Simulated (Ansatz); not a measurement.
Partial pair distribution functions of a relaxed model of amorphous Si$_{10}$Al$_{16}$O$_{44}$, broadened by 0.06 Å; density 2.42 g/cm³. Method: PBE, scalar-relativistic without spin-orbit coupling (plane waves to 420 eV, PAW; Ansatz, a program for electronic structure).

A CHGNet melt-quench gave the starting glass, which DFT then relaxed. O atoms were pushed apart under 1.9 Å during the dynamics, to hinder bonds among them. It is a model cell: composition and starting density were chosen by hand, and all elements were melted together. No dispersion term was used. Its density started from a set value of 2.42 and ended at 2.42 g/cm³. Cooling (nominally 1100 K/ps over its main leg) ran many orders faster than in experiment, which tends to leave more defects and strain. One small periodic cell is one sample of the glass; other quenches scatter about these values. Volume and shape were free in the relaxation.

```
r (Å)  g Al-O  g Si-O  g Si-Si  g Al-Al
-----  ------  ------  -------  -------
1.35     0.00    0.00     0.00     0.00
1.45     0.00    0.33     0.00     0.00
1.55     0.09    6.65     0.00     0.00
1.65     2.47   14.29     0.00     0.00
1.75     8.23    4.31     0.00     0.00
1.85     7.50    0.40     0.00     0.00
1.95     2.72    0.02     0.00     0.00
2.05     1.15    0.00     0.00     0.00
2.15     0.79    0.00     0.00     0.00
2.25     0.24    0.00     0.00     0.00
2.35     0.01    0.00     0.00     0.00
2.45     0.00    0.00     0.00     0.00
2.55     0.02    0.00     0.00     0.18
2.65     0.11    0.03     0.00     1.17
2.75     0.14    0.18     0.04     2.08
2.85     0.20    0.32     1.14     1.91
2.95     0.34    0.35     2.79     1.79
3.05     0.46    0.21     2.63     2.76
3.15     0.50    0.55     3.03     3.04
3.25     0.97    1.00     1.76     2.27
3.35     0.94    1.26     0.10     2.92
3.45     0.98    0.94     0.00     1.03
3.55     1.21    1.09     0.00     0.51
3.65     1.12    1.52     0.00     1.11
3.75     1.19    1.51     0.00     0.60
3.85     1.11    1.52     0.07     0.04
3.95     1.57    1.35     0.96     0.00
4.05     1.65    1.77     1.03     0.01
4.15     1.60    1.58     1.40     0.25
4.25     1.68    1.34     1.60     0.81
4.35     1.54    1.23     2.01     0.84
4.45     1.23    0.99     1.43     0.84
4.55     1.12    0.79     0.49     1.06
4.65     0.99    0.63     0.92     0.62
4.75     0.75    0.66     0.75     0.52
4.85     0.63    0.68     0.06     0.51
```

Within 2.36 Å each Al has 4.44 O neighbours on average.
